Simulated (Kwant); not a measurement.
Model system: quantum point contact (saddle potential) in a GaAs two-dimensional gas. Effective mass 0.067 mₑ, grid spacing 10 nm, hard walls, nominal width 300 nm (29 grid rows, so walls 300 nm apart), one parabolic valley, scattering region 900 nm long along x; energies count from the band bottom; Fermi energy swept from 3.118e-05 to 0.004069 eV. Potential (V0 + ½k y²) cos²(πx/L) for |x| < L/2, with V0 = 0.0016 eV, k = 9.4e-07 eV/nm², L = 750 nm.

Constants are typed, rounded textbook-type inputs, not results; the design itself was drawn at random and stands for no fabricated device.

Kwant, effective-mass tight-binding model on a square grid, one spin, coherent transport at 0 K. Conductance is in e²/h.

Sweep values stay those of the base run.

The length of the gated region was swept, all else fixed.

| length of the gated region (nm) | G (e²/h) at E = 3.016 meV | G (e²/h) at E = 2.021 meV | G (e²/h) at E = 1.026 meV | G (e²/h) at E = 4.069 meV |
|---|---|---|---|---|
| 190 | 1.37 | 0.40 | 0.0013 | 2.43 |
| 380 | [?] | [?] | [?] | 2.33 |
| 520 | 1.16 | 0.19 | 7.4e-9 | 2.27 |
| 750 | 1.08 | 0.11 | 1.8e-12 | 2.19 |
| 980 | 1.04 | 0.057 | < 1e-12 | 2.13 |

Q: Some entries are withheld; supply them.

A: 
- 380, G (e²/h) at E = 3.016 meV: 1.23
- 380, G (e²/h) at E = 2.021 meV: 0.26
- 380, G (e²/h) at E = 1.026 meV: 1.1e-6
